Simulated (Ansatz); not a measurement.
# A computed series for Hf: response to strain

The parent structure is Hf in the hcp (Mg type) structure (space group P6_3/mmc, No. 194; relaxed with 0.1 eV smearing).

```yaml
crystal:
  lattice:
    - [3.20400, 0.00000, 0.00000]
    - [-1.60200, 2.77474, 0.00000]
    - [0.00000, 0.00000, 5.07257]
  atoms:
    - { symbol: Hf, position: [0.66667, 0.33333, 0.75000] }
    - { symbol: Hf, position: [0.33333, 0.66667, 0.25000] }
```

Strains are applied to the cell and any free atomic positions relax.

Level of theory: PBE (Ansatz, a quantum-chemistry and plane-wave program; PAW; 420 eV plane waves; spin-orbit coupling left out).

Notes on the quantities. energy relative to the base: free energy F.

```json
[
 {"isotropic strain (%)": "-3", "energy relative to the base (meV/atom)": "65.4"},
 {"isotropic strain (%)": "-2", "energy relative to the base (meV/atom)": "28.4"},
 {"isotropic strain (%)": "-1.5", "energy relative to the base (meV/atom)": "15.8"},
 {"isotropic strain (%)": "-1", "energy relative to the base (meV/atom)": "6.9"},
 {"isotropic strain (%)": "-0.5", "energy relative to the base (meV/atom)": "1.7"},
 {"isotropic strain (%)": "0", "energy relative to the base (meV/atom)": "0.0"},
 {"isotropic strain (%)": "1.5", "energy relative to the base (meV/atom)": "14.7"},
 {"isotropic strain (%)": "2", "energy relative to the base (meV/atom)": "?"},
 {"isotropic strain (%)": "2.5", "energy relative to the base (meV/atom)": "39.8"}
]
```

### Question
Fit ΔE = Aε² + Bε³ (ε in %) to the rows shown and predict the withheld row.

### Answer
Least squares on the printed values gives A = 6.78 and B = -0.16 meV/atom (largest residual 0.0 meV/atom); this predicts 25.8 meV/atom, and the run gives 25.8 meV/atom, in agreement.

Whether these cells are dynamically stable was not tested. The final runs are not spin-polarised.
